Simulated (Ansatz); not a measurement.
Cost and result by functional for the adsorption energy of CO on the 1x1 (111) surface of fcc Rh, one in a 2x2 cell, started at the site 'bridge Rh-Rh (span 2.7 Å)', in Ansatz (plane waves, PAW). Single points on the PBE structure, on one kind of machine; costs are rough ratios of the slab run's core time (references not counted) to the cheapest single point. r2SCAN's cost holds its higher cutoff (500 against 420 eV). Differences are taken against r2SCAN for comparison alone: no measured value is at hand, so the table doesn't rank accuracy.

Model: 18-atom slab, 6.5 Å thick at the start under the adsorbate (thin: gaps and levels are the slab's own), 6x6x1 mesh, Fermi-Dirac 0.1 eV, dipole correction, 8 atoms held, the rest relaxed; symmetry of the start imposed; no spin, no spin-orbit, no U, no dispersion correction. At the end it is bonded to 3 Rh. In PBE it is, or lies within 0.03 eV of, the lowest of the starts that converged. These notes are the PBE run's. Adsorption energies are against CO(g). A negative adsorption energy means that the adsorbate is more stable on the surface than in its reference.

| functional | relative cost | adsorption energy (eV) | less r2SCAN (eV) |
|---|---|---|---|
| RPBE | 1 | -1.52 | 0.51 |
| r2SCAN | 2 | -2.03 | 0.00 |
| PBE (the relaxed run's value) | – | -1.90 | 0.13 |

The values span 0.51 eV, while the single points' costs differ by a factor of roughly 2. Differences are of unrounded values.

Ansatz is an electronic-structure program.
